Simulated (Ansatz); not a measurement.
Cell and atoms of amorphous Si₃₄N₃₆:

```xyz
70
Lattice="9.5828 0.1710 -0.3717 0.1710 9.4383 -0.3142 -0.3717 -0.3142 9.0974" Properties=species:S:1:pos:R:3 pbc="T T T"
Si     2.9427     6.7439     2.4622
Si     0.4444     8.4981     8.6964
Si     3.2428     4.6171     8.7320
Si     4.6053     2.8909     7.4036
Si     0.4824     8.1089     3.0168
Si     9.1248     6.4183     3.6503
Si     8.4119     2.7059     2.5799
Si     8.9766     6.8133     6.0212
Si     8.0389     1.2735     6.8312
Si     3.9819     8.0359     0.6102
Si     3.1059     2.0661     3.9452
Si     7.1880     6.4472     0.4679
Si     4.8381     6.8092     5.5109
Si     6.7518     4.9622     6.6678
Si     7.4142     7.5703     7.5300
Si     6.0442     9.0398     1.1983
Si     7.8698     1.2400     0.2684
Si     9.3625     6.8323     0.1661
Si     4.9342     5.4388     2.7623
Si     1.1208     1.9615     1.1410
Si     0.0031     3.8116     5.7798
Si     2.8354     8.7778     4.8969
Si     2.9759     0.1369     8.2505
Si     2.4275     4.5253     5.8443
Si     6.9026     6.9562     3.2303
Si     0.4658     1.3532     4.9108
Si     5.0749     0.5197     5.8283
Si     5.8916     3.0617     1.3487
Si     2.4861     7.0189     7.1688
Si     1.4084     5.0099     0.5719
Si     1.6660     3.8882     3.1476
Si     7.4249     0.4340     4.0970
Si     5.7885     2.9220     4.3422
Si     8.3199     3.8831    -0.0649
N      6.8506     0.4949     5.7823
N      3.1237     6.1487     5.7921
N      8.4121     9.2913     7.7708
N      0.4938     3.5286     0.5569
N      2.2810     2.4117     2.3609
N      3.1372     3.7882     7.2011
N      4.3177     1.1565     7.3252
N      5.2059     3.6909     2.8480
N      7.2480     2.1370     3.7156
N      9.2809     2.1767     5.9452
N      2.1268     0.9792     4.8580
N      9.1642     0.1983     3.9298
N      7.5493     3.6857     1.4728
N      4.6747     1.6028     4.4851
N      0.7823     7.1026     7.5598
N      6.2846     1.2819     1.0595
N      9.1510     1.5562     1.4317
N      6.7720     8.7085     2.8070
N      1.7024     0.8417    -0.0587
N      0.1996     3.0430     4.0068
N      6.1499     6.2155     1.7813
N      5.6335     6.1172     4.1713
N      4.9507     3.7352     0.0283
N      6.9931     4.8289     8.3834
N      2.8194     3.7251     4.4075
N      6.7977     8.1091    -0.0821
N      4.5557     8.4735     5.0262
N      5.7875     3.5799     6.0518
N      3.5026     6.3949     8.4939
N      0.5883     8.1113     1.2107
N      2.1743     7.9013     3.5635
N      7.4301     2.1868     8.1381
N      6.0713     6.5780     6.6776
N      8.3989     5.0211     6.0626
N      2.5624     8.6499     6.6194
N      1.8325     5.3380     2.2547
```

All values below come from PBE, scalar-relativistic without spin-orbit coupling (plane waves to 420 eV, PAW; Ansatz, a quantum-chemistry and plane-wave program). The usual formal charges leave 28 electrons over, so the level spacing at the Fermi energy parts defect or band states and needn't be the band gap.

It comes from a melt-quench run on a machine-learned potential (CHGNet), relaxed afterwards by DFT. N atoms were pushed apart under 1.9 Å during the dynamics, to hinder bonds among them. The hot cell started wider than the set density and was brought back towards it in steps. It is the lowest in DFT energy of 2 quenches. It is a model cell: composition and starting density were chosen by hand, and all elements were melted together. No dispersion term was used. Its density started from a set value of 3.00 and ended at 2.95 g/cm³. Cooling (nominally 300 K/ps over its main leg) ran many orders faster than in experiment, which tends to leave more defects and strain. A cell of this size samples the disorder only roughly. Volume and shape were free in the relaxation. On a 2×2×2 Γ-centred mesh force components of up to 0.30 eV/Å stay, since the relaxation ran on the zone centre alone.

Cut-offs for bonds: Si-Si 2.60 Å, Si-N 2.12 Å, N-N 1.70 Å. Two cations that share two anions don't count as bonded, nor two that share one unless they lie closer than Si-Si 2.38 Å.

Problem. Give the coordination numbers, mean bond lengths and angles.

Solution. 
- Mean coordination of Si by anions = 3.24 (1 with 0, 2 with 1, 3 with 2, 10 with 3, 18 with 4); 24 close contacts or bonds to cations besides
- Mean coordination of N = 3.06 (34 with 3, 2 with 4)
- Mean Si-N bond = 1.779 Å (spread 0.060 Å, 110 counted)
- Mean Si-Si bond = 2.387 Å (spread 0.096 Å, 12 counted)
- Bond angle at Si = mean 108.8°, spread 13.8°
- Bond angle at N = mean 116.5°, spread 14.6°

Problem. Which atoms depart from the most common coordination of their element?

Solution. Si6 has 3 (Si5 2.32 Å, Si25 2.32 Å, Si8 2.41 Å); Si10 has 3 (N63 1.80 Å, Si16 2.37 Å, Si1 2.49 Å; Si23 at 2.61 Å just beyond); Si15 has 5 (N60 1.80 Å, N67 1.87 Å, N37 2.00 Å, Si8 2.30 Å, Si18 2.57 Å); Si23 has 3 (N69 1.71 Å, N53 1.87 Å, N41 1.92 Å; Si10 at 2.61 Å just beyond); N37 has 4 (Si2 1.82 Å, Si17 1.83 Å, Si9 1.91 Å, Si15 2.00 Å); N54 has 4 (Si7 1.80 Å, Si31 1.90 Å, Si26 1.93 Å, Si21 1.94 Å).
